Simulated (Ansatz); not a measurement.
**Magnetic moment of L1₀ (CuAu-type) FePt: levels of theory against measurement**

Reference value: 2.8 μB (measured, temperature not stated, Fe site; as tabulated in Paudyal et al. (2004), arXiv:cond-mat/0312215).

**Question.** What do LDA, PBE, PBE-D4, r²SCAN+rVV10, r²SCANh give, and how far is each from the reference?

**Answer.** 
```json
[
 {"level (code)": "LDA (Ansatz)", "value (μB)": "2.75", "cell (Å³/atom)": "13.02", "difference (μB)": "-0.05"},
 {"level (code)": "PBE (Ansatz)", "value (μB)": "2.98", "cell (Å³/atom)": "14.02", "difference (μB)": "+0.18"},
 {"level (code)": "PBE-D4 (Ansatz)", "value (μB)": "2.93", "cell (Å³/atom)": "13.65", "difference (μB)": "+0.13"},
 {"level (code)": "r²SCAN+rVV10 (Ansatz)", "value (μB)": "3.27", "cell (Å³/atom)": "13.75", "difference (μB)": "+0.47"},
 {"level (code)": "r²SCANh (Ansatz)", "value (μB)": "3.43", "cell (Å³/atom)": "13.95", "difference (μB)": "+0.63"}
]
```

Once the reference is moved by up to 0.10 μB (a margin picked here for doubts on the reference and the settings, and for temperature and zero-point motion) and values within 0.02 μB count as equal, the nearest can be LDA (-0.05 μB) or PBE-D4 (+0.13 μB). Among them r²SCANh (+0.63 μB) misses by most.

Computed moments are spin moments: for ferromagnetic elements the cell's total per atom, else within a sphere about the site; measured ones can hold an orbital part. Other magnetic orders were not compared. Spin-polarised runs: LDA (parallel moments), PBE (parallel moments), PBE-D4 (parallel moments), r²SCAN+rVV10 (parallel moments), r²SCANh (parallel moments). Density-functional levels without +SOC have no spin–orbit coupling. Each level is taken at its own relaxed cell. Cutoffs and k meshes differ between the levels. Ansatz's density-functional and Hartree–Fock values are scalar-relativistic unless marked +SOC, with PAW data made under PBE.

Differences are worked out from the printed values.

Ansatz is a quantum-chemistry and plane-wave program.
